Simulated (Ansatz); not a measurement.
PBE against PBEsol: SiC, pressure 10 GPa

The reference is SiC (space group P6_3mc, No. 186; a = 3.095 Å, c = 15.186 Å).

(Cell as relaxed with PBE.)

Levels (all Ansatz, a quantum-chemistry and plane-wave program, PAW, earlier PAW set): PBE (420 eV, no spin-orbit coupling); PBEsol (420 eV, no SOC).

Each level relaxes its own structure.

| base | PBE | PBEsol |
|---|---|---|
| volume per atom | 10.50 Å³ | 10.34 Å³ |
| lattice parameter a | 3.095 Å | 3.079 Å |

Now apply this change: cell and atoms relaxed at a pressure of 10 GPa.

```tsv
quantity	PBE	PBEsol
shortest interatomic distance	1.867 Å	…
c/a ratio	4.906	…
```

Given the PBE results, estimate those of PBEsol.


- shortest interatomic distance, PBEsol: 1.858 Å
- c/a ratio, PBEsol: 4.906

PBE's shortest interatomic distance lies 0.009 Å above PBEsol's (0.5 %); the two agree on the c/a ratio. Neither level is exact; PBEsol is the comparison here, not a measurement.

Load acts through the strain it causes; cell and atoms are relaxed under it. No phonon test of stability was made. No other phases were tried under pressure.
